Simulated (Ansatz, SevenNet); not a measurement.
Elastic constant C12 (GPa) of solids drawn from the class of intermetallic compounds, at two levels: the machine-learned potential SevenNet-0 (trained on PBE and PBE+U data), and r²SCAN in Ansatz (plane waves, PAW).

```json
[
 {"solid": "fluorite AuAl₂", "SevenNet-0": "97.5", "r²SCAN": "97.4", "shift (%)": "-0.1"},
 {"solid": "L1₂ (Cu3Au-type) Al₃Sc", "SevenNet-0": "63.7", "r²SCAN": "41.7", "shift (%)": "-35"},
 {"solid": "fluorite PtAl₂", "SevenNet-0": "112", "r²SCAN": "117", "shift (%)": "+4.5"},
 {"solid": "CsCl-type RuAl", "SevenNet-0": "144", "r²SCAN": "158", "shift (%)": "+9.7"},
 {"solid": "L1₂ (Cu3Au-type) Pt₃Ti", "SevenNet-0": "202", "r²SCAN": "199", "shift (%)": "-1.5"},
 {"solid": "CsCl-type CuZn", "SevenNet-0": "114", "r²SCAN": "127", "shift (%)": "+11.4"},
 {"solid": "CsCl-type PdIn", "SevenNet-0": "115", "r²SCAN": "122", "shift (%)": "+6.1"}
]
```

The shifts run from -35 % to +11.4 %, with a median of +4.5 %.

Over all 7 rows r²SCAN is the larger in 4.

Ansatz's runs of these crystals have no spin polarisation. Meta-GGA and hybrid levels favour moments, which can bear on L1₂ (Cu3Au-type) Al3Sc, fluorite PtAl2, L1₂ (Cu3Au-type) Pt3Ti, CsCl-type PdIn.

Spin–orbit coupling is left out, also for the solids with elements from indium on (fluorite AuAl2, fluorite PtAl2, L1₂ (Cu3Au-type) Pt3Ti, CsCl-type PdIn); its size isn't shown.

Each level is taken at its own relaxed cell. Ansatz's density-functional and Hartree–Fock values are scalar-relativistic unless marked +SOC, with PAW data made under PBE.

Ansatz is an electronic-structure program.
